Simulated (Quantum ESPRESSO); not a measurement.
**Short convergence ladders for AlGaN2 (P3m1, 4 atoms in the cell)**

```
CELL_PARAMETERS angstrom
      3.12955     0.00000     0.00000
     -1.56478     2.71027     0.00000
      0.00000     0.00000     5.07141
ATOMIC_POSITIONS crystal
  Al 0.00000 0.00000 0.00912
  Ga 0.66667 0.33333 0.49717
  N  0.66667 0.33333 0.11180
  N  0.00000 0.00000 0.62816
```

Base method: LDA (PZ), GBRV 1.5 ultrasoft (LDA) pseudopotentials (plane waves; Quantum ESPRESSO).

Base settings: ecutwfc = 50 Ry; ecutrho = 250 Ry; occupations = fixed; potentials = {Al: al_lda_v1.uspp.F.UPF, Ga: ga_lda_v1.4.uspp.F.UPF, N: n_lda_v1.2.uspp.F.UPF}; K_POINTS = automatic 3 3 2 0 0 0; nbnd = 18; conv_thr = 1e-11 Ry; mixing_beta = 0.7.

The count of work is k-points × plane waves × bands × iterations; it is no time. 

**The cutoff for other potential files**

Level: DFT, LDA (PW92), plane waves, PseudoDojo standard norm-conserving (LDA) pseudopotentials.

In this ladder: ecutrho = default; nbnd = 15; pseudopotentials = {Al: Al.upf, Ga: Ga.upf, N: N.upf}.

The second cell is the first with its lattice scaled by 0.98.

The mesh stays at the base's, so the ladder's end is converged at best in this setting alone.

Only quantities that move along the ladder and can be compared are tabulated; the gap is left out on so coarse a mesh.

```csv
ecutwfc,free energy less the last step's (meV/atom),energy of the compressed cell less the first (meV/atom),pressure (GPa),largest difference of a force vector from the last step's (eV/Å),count of work / last
38 Ry,12165.87,101.05,-628.22,0.262,0.12
47 Ry,2988.25,42.54,-250.81,0.145,0.14
59 Ry,246.44,10.84,-37.42,0.037,0.22
72 Ry,6.78,14.71,-4.02,0.000,0.28
85 Ry,1.26,14.84,-2.67,0.000,0.35
102 Ry,1.02,14.84,-2.69,0.000,0.47
128 Ry,0.49,14.77,-2.70,0.001,0.70
170 Ry,0.00,14.73,-2.71,0.000,1.0
```

Coarsest ecutwfc that holds the pressure within 0.5 GPa of the last step, with all finer ones: 85 Ry, at 0.35 of the last step's count of work; the step before is off by 1.3 GPa.

Coarsest ecutwfc that holds the energy of the compressed cell less the first within 1 meV/atom of the last step, with all finer ones: 72 Ry, at 0.28 of the last step's count of work; the step before is off by 3.9 meV/atom.

Coarsest ecutwfc that holds the forces within 0.005 eV/Å of the last step, with all finer ones: 72 Ry, at 0.28 of the last step's count of work; the step before is off by 0.037 eV/Å.

The energy difference between the two cells stays within 1 meV/atom of the last step's from 72 Ry on, the total only from 128 Ry on: much of the error is common to both cells and cancels.

At the lowest cutoff the pressure lies 626 GPa under the last step's, the usual sign of Pulay stress in an incomplete plane-wave basis.

**The density cutoff**

The mesh stays at the base's, so the ladder's end is converged at best in this setting alone.

Only quantities that move along the ladder and can be compared are tabulated; the gap is left out on so coarse a mesh.

| ecutrho | pressure (GPa) |
|---|---|
| 100 Ry | -1.16 |
| 150 Ry | -1.25 |
| 200 Ry | -1.26 |
| 250 Ry | -1.26 |
| 300 Ry | -1.26 |
| 400 Ry | -1.26 |
| 500 Ry | -1.26 |
| 600 Ry | -1.26 |
| 800 Ry | -1.26 |

Coarsest ecutrho that holds the pressure within 0.05 GPa of the last step, with all finer ones: 150 Ry; the step before is off by 0.10 GPa.

On the base run: the starting cell comes from a database of computed structures (which also holds hypothetical and non-ambient phases and stackings), without a prior relaxation at this level. Its lattice was rescaled by up to half a per cent. One atom was moved a little off its site on purpose.
